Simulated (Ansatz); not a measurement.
Structure of amorphous Si₂₈C₂₈H₂₀ (periodic cell):

```xyz
76
Lattice="9.5193 0.0000 0.0000 0.0000 9.5193 0.0000 0.0000 0.0000 9.5193" Properties=species:S:1:pos:R:3 pbc="T T T"
Si     6.6694     1.0600     1.3174
Si     4.5729     5.4802     6.0989
Si     9.4635     4.7843     1.8983
Si     3.4221     5.1524     0.7296
Si     1.1976     5.1040     4.2783
Si     4.2942     8.8263     6.6438
Si     2.6885     3.3438     6.6547
Si     2.2542     8.7008     0.2310
Si     5.3722     6.7472     8.4037
Si     6.5078     6.7491     5.0589
Si     7.5693     7.2381     1.0887
Si     8.3465     1.4528     3.4644
Si     3.1428     1.3066     5.2309
Si     2.8904     7.0445     7.4888
Si     6.0409     0.1597     3.4335
Si     5.8843     1.0935     7.0609
Si     7.0867     9.0523     8.3643
Si     9.3022     0.6936     1.1459
Si     5.2647     3.0035     8.3770
Si     3.8906     5.8074     3.4296
Si     4.9275     3.0736     1.1646
Si     6.8853     4.2701     0.1368
Si     8.0864     6.9285     7.7631
Si     4.6833     8.7675     9.5000
Si     0.4388     7.7291     2.7731
Si     6.4874     1.9737     4.8842
Si     4.5164     1.8663     3.4122
Si     0.8684     0.8568     4.4258
C      5.3995     5.2916     4.4670
C      1.3730     6.9851     4.1718
C      0.1241     0.0118     2.8631
C      7.8089     9.1623     0.5535
C      6.9921     6.1135     9.1235
C      5.4030     7.1766     6.5226
C      1.3515     0.8027     0.1534
C      6.1431     7.5108     2.2679
C      8.2286     3.5669     1.1474
C      1.4123     7.7760     8.3010
C      1.8908     4.4165     1.6446
C      8.0384     6.2091     6.0239
C      1.3144     2.4152     7.6362
C      4.1786     4.2978     7.5117
C      0.0278     3.0948     8.0072
C      4.9297     7.6174     1.4687
C      6.2582     7.8789     3.6132
C      8.2283     2.2044     1.6524
C      2.5217     4.4993     3.0906
C      3.8122     5.5602     8.4540
C      1.8827     1.4668     8.6158
C      2.8398     6.9264     4.5706
C      9.0095     6.5595     1.8769
C      2.8398     6.1057     5.8927
C      0.3094     6.7437     8.4894
C      4.1040     6.5404     1.7624
C      1.8590     4.9043     5.9666
C      9.2083     4.3279     3.6921
H      2.8942     1.1419     8.3033
H      0.1427     6.6032     0.0441
H      0.6108     5.7442     8.1439
H      2.8142     3.4928     3.4396
H      8.2316     4.6762     4.0178
H      1.0496     1.7400     6.7882
H      1.8990     3.3561     1.3331
H      0.8486     7.4616     5.0227
H      1.0143     5.0695     6.6440
H      7.9763     5.1136     6.1324
H      8.9879     6.4162     5.5285
H      1.9816     7.9913     1.5617
H      1.1205     8.5997     7.6307
H      0.1627     3.8086     8.8242
H      5.8544     4.3563     4.1232
H      0.3478     9.4766     5.5325
H      9.0945     3.6150     7.1543
H      8.8090     2.3569     8.3494
H      3.2959     7.9232     4.7035
H      9.3652     3.2639     3.9241
```

Computed with PBE, scalar-relativistic without spin-orbit coupling (plane waves to 420 eV, PAW; Ansatz, a program for electronic structure).

Preparation: random packing, a CHGNet melt and quench, and a DFT relaxation. The hot cell started wider than the set density and was brought back towards it in steps. It is the lowest in DFT energy of 2 quenches. It is a model cell: composition and starting density were chosen by hand, and all elements were melted together. No dispersion term was used. Its density started from a set value of 2.20 and ended at 2.20 g/cm³. The simulated quench (nominally 460 K/ps over its main leg) is rapid and tends to freeze in more defects than a deposited or slowly cooled glass has. Values belong to this one cell and scatter from quench to quench. The volume was held where the preparation left it, at a PBE pressure of 2.4 GPa. Stress components on the final sampling reach 4.8 GPa. On a 2×2×2 Γ-centred mesh force components of up to 0.18 eV/Å stay, since the relaxation ran on one k-point at (1/4, 1/4, 1/4).

Bonds are counted up to Si-Si 2.56 Å, Si-C 2.18 Å, Si-H 1.70 Å, C-C 1.80 Å, C-H 1.32 Å, H-H 0.90 Å.

Problem. Give the coordination numbers, mean bond lengths and angles.

Solution. 
| Item | Value |
|---|---|
| Mean coordination of Si | 3.71 (1 with 2, 8 with 3, 17 with 4, 2 with 5) |
| Mean coordination of C | 3.71 (8 with 3, 20 with 4) |
| Mean coordination of H | 1.00 (20 with 1) |
| Mean Si-C bond | 1.895 Å (spread 0.057 Å, 60 counted) |
| Mean Si-Si bond | 2.413 Å (spread 0.063 Å, 21 counted) |
| Mean C-C bond | 1.491 Å (spread 0.075 Å, 13 counted) |
| Mean C-H bond | 1.100 Å (spread 0.007 Å, 18 counted) |
| Bond angle at Si | mean 106.0°, spread 20.6° |
| Bond angle at C | mean 110.8°, spread 12.9° |
